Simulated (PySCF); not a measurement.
PySCF 2.14.0, BP86/def2-svp, df: dimethyl selenide (C[Se]C), 9 atoms. The geometry is a generated start, not checked to be a minimum at this level.

- task: energy
- method: bp86
- basis: def2-svp
- two-electron scheme: density fitting
- mol.max_memory: 3000 MB
- mf.max_cycle: 100
- mf.init_guess: minao (default)
- mf.DIIS: CDIIS (default)
- mf.diis_space: 8 (default)
- mf.conv_tol: 1e-09 (default)
- mf.grids.level: 3 (default)
- basis functions: 90
- grid points: 107512

```xyz
9

C      1.4545    -0.0625     0.0116
Se     0.0330     0.3530    -1.2568
C     -1.4558     0.0670    -0.0267
H      1.3970    -1.1156     0.2879
H      2.4071     0.1395    -0.4726
H      1.3378     0.5692     0.8923
H     -1.3551    -0.9172     0.4224
H     -2.3775     0.1263    -0.5974
H     -1.4409     0.8402     0.7394
```

One run each on 2 threads, 1 BLAS thread. Values of level_shift (Hartree) tried: 0 (default), 0.1, 0.3, 1.

Which value of level_shift (Hartree) needs the fewest Fock builds, and what happens away from it?

Fewest Fock builds: 0.1 with 10. The count rises to 34 at 1. All converge to one solution.

| level_shift (Hartree) | Fock builds | end |
|---|---|---|
| 0 (default) | 12 | same solution |
| 0.1 | 10 | same solution |
| 0.3 | 15 | same solution |
| 1 | 34 | same solution |
